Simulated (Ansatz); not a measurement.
The starting structures come from a database of crystals and need not be the phases stable at ambient conditions.

Data:

```yaml
crystal:
  lattice:
    - [4.67575, 0.00000, 0.00000]
    - [0.00000, 7.63690, 0.00000]
    - [2.29233, 0.00000, 4.07528]
  atoms:
    - { symbol: Cd, position: [0.84847, 0.00017, 0.84847] }
    - { symbol: Cd, position: [0.15153, 0.50017, 0.15153] }
    - { symbol: Te, position: [0.18219, 0.12483, 0.18219] }
    - { symbol: Te, position: [0.81781, 0.62483, 0.81781] }
```

Space group of this cell: Cmc2_1. The cell is taken as given; by r2SCAN its mean pressure is -1.2 GPa.

The current runs along the normal of the first two printed vectors. All runs by Ansatz (an electronic-structure program), plane waves and PAW, without spin-orbit coupling; the base is r2SCAN.

| run | mean pressure (GPa) | gap (eV) | mid-gap κ (1/Å) |
|---|---|---|---|
| base | -1.2 | 1.11 | 0.079 |
| all lengths scaled by 0.98 | 1.2 | ___ | ___ |
| all lengths scaled by 1.02 | -3.0 | 0.91 | 0.069 |
| lda in place of r2scan | -3.7 | 0.35 | 0.028 |
| lengths across the current scaled by 0.98, ions clamped | 0.4 | 1.24 | 0.088 |
| lengths across the current scaled by 1.02, ions clamped | -2.4 | 0.95 | 0.071 |
| lengths along the current scaled by 0.97, ions clamped | 0.0 | ___ | ___ |
| lengths along the current scaled by 1.03, ions clamped | -2.1 | 1.01 | 0.076 |
| pbesol in place of r2scan | -2.3 | ___ | ___ |

**Question.** Fill in the missing entries.

**Answer.** 
- all lengths scaled by 0.98, gap (eV): 1.31
- all lengths scaled by 0.98, mid-gap κ (1/Å): 0.090
- lengths along the current scaled by 0.97, ions clamped, gap (eV): 1.15
- lengths along the current scaled by 0.97, ions clamped, mid-gap κ (1/Å): 0.083
- pbesol in place of r2scan, gap (eV): 0.50
- pbesol in place of r2scan, mid-gap κ (1/Å): 0.039
